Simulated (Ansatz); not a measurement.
Impurities on the Al site of corundum. The bounds on chemical potentials count only the phases computed here; "not settled" covers levels within 0.1 eV of a band edge and carriers that are partly localised.

Calculation: PBE, PAW (plane waves to 420 eV; Ansatz, a first-principles code). Cell and caveats: 120-site cell; 2×2×2 Γ-centred k-points; host gap 5.85 eV; charged states image-corrected; no Hubbard U; energies good to tenths of an eV; flagged in the runs: for some of the defects a doubtful potential alignment, a host whose relaxation on this sampling wasn't shown to rest, a strain field that reaches the edge of the cell.

| impurity | neighbours in the neutral state (Å) | moment (μB) | E_f of the neutral state (eV; limit and bounding phases) | levels above the VBM (eV) |
|---|---|---|---|---|
| Ca | O 2.10, O 2.10, O 2.10, O 2.28, O 2.28, O 2.28 | 1.0 | – | not settled |
| Ni | O 1.90, O 1.93, O 1.97, O 1.99, O 2.01, O 2.04, Al 2.63 | 1.0 | 7.76 (Al-rich, Al3Ni (Pnma)) | (+1/0) 1.27; (0/−1) 1.96; (−1/−2) 5.43 |
| B | O 1.42, O 1.42, O 1.42 | not spin-polarised | 1.78 (O-rich, B2O3 (P3_121)) | not settled |
| Mn | O 1.91, O 1.92, O 2.00, O 2.02, O 2.02, O 2.16, Al 2.71 | 4.0 | 5.28 (Al-rich, MnAl12 (Im-3)) | not settled |
| Ti | O 1.92, O 1.99, O 2.00, O 2.08, O 2.08, O 2.10 | 1.0 | 3.00 (Al-rich, TiAl3 (I4/mmm)) | (+1/0) 3.45; (0/−1) 5.22 |
| Ga | O 1.92, O 1.92, O 1.92, O 2.08, O 2.08, O 2.08 | not spin-polarised | 0.22 (O-rich, beta Ga2O3) | none in the gap |
| Y | O 2.07, O 2.07, O 2.07, O 2.29, O 2.29, O 2.29 | not spin-polarised | 2.66 (Al-rich, YAl3 (P6_3/mmc)) | none in the gap |

Deep levels: Ni, Ti. Shallow donors: none. Shallow acceptors: none. No level in the gap: Ga, Y. Not decided here: Ca, B, Mn.
